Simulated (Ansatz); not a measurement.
# A computed series for CdS: carrier doping

The reference is CdS in the wurtzite structure (space group P6_3mc, No. 186; a = 4.1966 Å, c = 6.8302 Å).

Carriers are added at fixed cell with a uniform background; the Fermi–Dirac width is that of 300 K.

The values are results of Ansatz (a program for electronic structure) PBE, scalar-relativistic without spin-orbit coupling, earlier PAW set, not measurements.

Notes on the quantities. Fermi level from band edge: Fermi level relative to the doped band's edge (positive inside the band; to 0.05 eV).

| change | Fermi level from band edge | gap between the host's bands |
|---|---|---|
| undoped | – | 1.11 eV |
| electrons 1.0×10^21 cm⁻³ | +1.25 eV | 1.08 eV |
| electrons 1.5×10^21 cm⁻³ | +1.55 eV | 1.06 eV |
| electrons 2.0×10^21 cm⁻³ | +1.65 eV | 1.05 eV |
| electrons 1.0×10^22 cm⁻³ | +2.40 eV | 0.85 eV |
| holes 1.0×10^21 cm⁻³ | +0.15 eV | 1.16 eV |
| holes 1.5×10^21 cm⁻³ | +0.20 eV | 1.18 eV |
| holes 2.0×10^21 cm⁻³ | +0.25 eV | 1.20 eV |
| holes 1.0×10^22 cm⁻³ | +0.55 eV | 1.55 eV |

Charged cell with a jellium background: band edges are those of the host's band count, energies are not comparable with the neutral cell, and many-body gap narrowing is missing. Gaps are read on the SCF mesh and a high-symmetry path. Whether these cells are dynamically stable was not tested.
